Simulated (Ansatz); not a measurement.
We look at the formation energy of Zr_Ru in Ru (hcp, P6₃/mmc). Reaction: Zr (hcp) + 63 Ru (hcp) → cell A.

Cell A: a supercell of 64 sites of Ru (hcp, P6₃/mmc) with Zr on a Ru site (12 Ru at 2.73–2.78 Å); spin state with PBE: run without spin, k-point mesh 4×4×4.
```
CELL_PARAMETERS angstrom
     10.88774     0.00000     0.00000
     -5.44387     9.42906     0.00000
      0.00000     0.00000     8.58784
ATOMIC_POSITIONS crystal
  Ru 0.00018 0.99982 0.00000
  Ru 0.08284 0.16630 0.24919
  Ru 0.99965 0.00035 0.50000
  Ru 0.08284 0.16630 0.75081
  Ru 0.99959 0.24980 0.00000
  Ru 0.08284 0.41654 0.24919
  Ru 0.00077 0.25039 0.50000
  Ru 0.08284 0.41654 0.75081
  Ru 0.00018 0.50036 0.00000
  Ru 0.08337 0.66674 0.24992
  Ru 0.99965 0.49930 0.50000
  Ru 0.08337 0.66674 0.75008
  Ru 0.99998 0.74999 0.00000
  Ru 0.08337 0.91663 0.24992
  Ru 0.99952 0.74976 0.50000
  Ru 0.08337 0.91663 0.75008
  Ru 0.25001 0.00002 0.00000
  Ru 0.33385 0.16771 0.25023
  Ru 0.25024 0.00048 0.50000
  Ru 0.33385 0.16771 0.74977
  Ru 0.24924 0.24722 0.00000
  Ru 0.32918 0.41459 0.24375
  Ru 0.24514 0.24429 0.50000
  Ru 0.32918 0.41459 0.75625
  Ru 0.24924 0.50201 0.00000
  Ru 0.33385 0.66615 0.25023
  Ru 0.24514 0.50085 0.50000
  Ru 0.33385 0.66615 0.74977
  Ru 0.25001 0.74999 0.00000
  Ru 0.33326 0.91663 0.24992
  Ru 0.25024 0.74976 0.50000
  Ru 0.33326 0.91663 0.75008
  Ru 0.49964 0.99982 0.00000
  Ru 0.58346 0.16630 0.24919
  Ru 0.50070 0.00035 0.50000
  Ru 0.58346 0.16630 0.75081
  Ru 0.49799 0.24722 0.00000
  Ru 0.58541 0.41459 0.24375
  Ru 0.49915 0.24429 0.50000
  Ru 0.58541 0.41459 0.75625
  Ru 0.50000 0.50000 0.00000
  Ru 0.58541 0.67082 0.24375
  Zr 0.50000 0.50000 0.50000
  Ru 0.58541 0.67082 0.75625
  Ru 0.49799 0.75076 0.00000
  Ru 0.58346 0.91716 0.24919
  Ru 0.49915 0.75486 0.50000
  Ru 0.58346 0.91716 0.75081
  Ru 0.75020 0.00041 0.00000
  Ru 0.83333 0.16667 0.25034
  Ru 0.74961 0.99923 0.50000
  Ru 0.83333 0.16667 0.74966
  Ru 0.75020 0.24980 0.00000
  Ru 0.83370 0.41654 0.24919
  Ru 0.74961 0.25039 0.50000
  Ru 0.83370 0.41654 0.75081
  Ru 0.75278 0.50201 0.00000
  Ru 0.83229 0.66615 0.25023
  Ru 0.75571 0.50085 0.50000
  Ru 0.83229 0.66615 0.74977
  Ru 0.75278 0.75076 0.00000
  Ru 0.83370 0.91716 0.24919
  Ru 0.75571 0.75486 0.50000
  Ru 0.83370 0.91716 0.75081
```

Reference: Zr (hcp, P6₃/mmc), 2 atoms in the cell, k-point mesh 24×24×12 on the run's own vectors. Conventional cell: a = b = 3.2306 Å, c = 5.1778 Å, α = β = 90.00°, γ = 120.00°.

Reference: Ru (hcp, P6₃/mmc), 64 atoms in the cell, the relaxed perfect crystal repeated, atoms not moved again; spin state with PBE: run without spin, k-point mesh 4×4×4 on the run's own vectors.

Computed with Ansatz (plane waves, PAW), its default PAW set, cutoff 500 eV. The structures are at rest with PBE, within the held lattices; other levels are single points on them. Neutral cells; Fermi-Dirac smearing of at most 0.10 eV in the solids, energies taken to zero width. The lattices are those relaxed with PBE, so at other levels the solids can be strained. Larger cells are relaxed from a start prepared with the learned potential CHGNet, on a coarser mesh till forces fall under 0.03 eV/Å, which some starts already meet. A dispersion term (D3(BJ), or D4 for r2SCAN) was computed beside these levels and is taken off wherever the name lacks it. The PAW files were made for PBE and serve at the other functionals too. Space groups of crystals are read within 0.01 Å. Static lattices, no vibrational contributions. Cells are local rest points, mostly with their start's symmetry. No correction for cell size. Mesh and cell size may move defect energies by 0.1 eV or more. Cell A has symmetry P-6m2 within 0.02 Å and got no random move, so less symmetric positions, which may lie lower, weren't tried.

Task: Estimate the value that r2SCAN returns for this input.

Result: -0.63 eV, for Zr (hcp) + 63 Ru (hcp) → cell A.

Ansatz is a first-principles code.
